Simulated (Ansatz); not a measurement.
Start from TaSi2 (space group P6_222, No. 180).

```
TaSi2
1.0
    4.77601     0.00000     0.00000
   -2.38801     4.13615     0.00000
    0.00000     0.00000     6.56281
Ta Si
3 6
Direct
  0.50000   0.00000   0.00000
  0.50000   0.50000   0.33333
  0.00000   0.50000   0.66667
  0.15842   0.31685   0.00000
  0.84158   0.15842   0.33333
  0.68315   0.84158   0.66667
  0.84158   0.68315   0.00000
  0.15842   0.84158   0.33333
  0.31685   0.15842   0.66667
```

Cartesian axes are those of the cell as printed.

All numbers come from DFT with r2SCAN, PAW potentials and a 500 eV plane-wave cutoff in Ansatz (a program for electronic structure), no spin-orbit coupling.

Strains are applied to the cell and any free atomic positions relax; under biaxial strain the out-of-plane vector relaxes too.

One change was made to it. Results:

```csv
quantity,base,after
shortest interatomic distance,2.550 Å,2.546 Å
"pressure (mean of the normal stresses, compression positive)",0.0 GPa,-5.7 GPa
```

Task: What was done to the base?
(A) biaxial strain +2.28 %, plane normal [001], relaxed out of plane
(B) uniaxial strain ε_yy = −1.01 %
(C) biaxial strain −1.75 %, plane normal [001], relaxed out of plane
(D) biaxial strain +1.59 %, plane normal [001], relaxed out of plane

Result: A, biaxial strain +2.28 %, plane normal [001], relaxed out of plane. For comparison, the pressure in the other runs: biaxial strain −1.75 %, plane normal [001], relaxed out of plane gives 5.4 GPa; biaxial strain +1.59 %, plane normal [001], relaxed out of plane gives -4.1 GPa; uniaxial strain ε_yy = −1.01 % gives 1.9 GPa.

Without a gap, meshes like the base's 11×11×7 leave anisotropic stresses uncertain by several tenths of a GPa, and small strain energies with them. Whether these cells are dynamically stable was not tested. All final runs are without spin polarisation. An odd electron count without spin: TaSi2.
